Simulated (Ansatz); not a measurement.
## Effect of Pt → Os on hypothetical P6_3/mmc PtSe2

Take PtSe2 in the 2H-MoS2 type structure (space group P6_3/mmc, No. 194; a = 3.5707 Å, c = 10.9640 Å; a hypothetical phase, not in the database extracts checked; layered, stacked along the Cartesian z axis) as the base.

Now apply this change: full substitution Pt → Os, then cell and atoms are relaxed.

Method: Ansatz (an electronic-structure program) PBE-D3(BJ), no spin-orbit coupling, earlier PAW set. k-mesh 15×15×4 (Γ-centred); smearing 0.05 eV (Fermi–Dirac), for the changed cell.

The volume per atom grows by 0.07 Å³ to 20.25 Å³ and the density drops by 0.168 g/cm³ (9.68 g/cm³ → 9.52 g/cm³). The lattice parameter a decreases by 0.1084 Å to 3.462 Å and the c/a ratio grows by 0.310 (3.071 → 3.381). The shortest interatomic distance shrinks by 0.0592 Å (2.563 Å → 2.503 Å) and the band gap is still zero.

No phonon test of stability was made. As relaxed here, OsSe2 is a hypothetical phase, not in the database extracts checked. The final runs are not spin-polarised. OsSe2 and PtSe2 have a high density of states at the Fermi level and may be magnetic at this level.
